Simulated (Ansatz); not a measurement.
C (model structure, Pn-3m, No. 224, 10 atoms in the cell) was calculated with r²SCAN (Ansatz, a program for electronic structure, plane waves, PAW).

Run with plane-wave cutoff 560 eV, 8×8×8 k mesh, Fermi–Dirac smearing 0.01 eV, scalar-relativistic PAW data made under PBE.

Computed at the level's own relaxed cell.

```xyz
10
Lattice="4.8089 0.0000 0.0000 0.0000 4.8089 0.0000 0.0000 0.0000 4.8089" Properties=species:S:1:pos:R:3 pbc="T T T"
C      0.0000     0.0000     0.0000
C      2.4044     2.4044     2.4044
C      0.8559     0.8559     0.8559
C      1.5485     1.5485     1.5485
C      0.8559     3.9530     3.9530
C      1.5485     3.2603     3.2603
C      3.9530     0.8559     3.9530
C      3.2603     1.5485     3.2603
C      3.9530     3.9530     0.8559
C      3.2603     3.2603     1.5485
```

Task: List the 27 lowest band energies at Γ above −25 eV (eV, relative to the valence band maximum), grouping those that round alike.

Result: At Γ: -17.60, -16.41, -13.67 (×3), -11.46, -8.86 (×3), -6.89 (×3), -3.35 (×2), -0.64 (×3), -0.57 (×3), 4.62 (×3), 4.79 (×2), 6.32, 8.72.

Note: the relaxation could raise the start's symmetry but not lower it, so the cell can be a saddle point.

A model structure was made by putting elements into a prototype or built by hand; it is no filed structure, need not be a known phase, and can be a saddle point held by its symmetry.
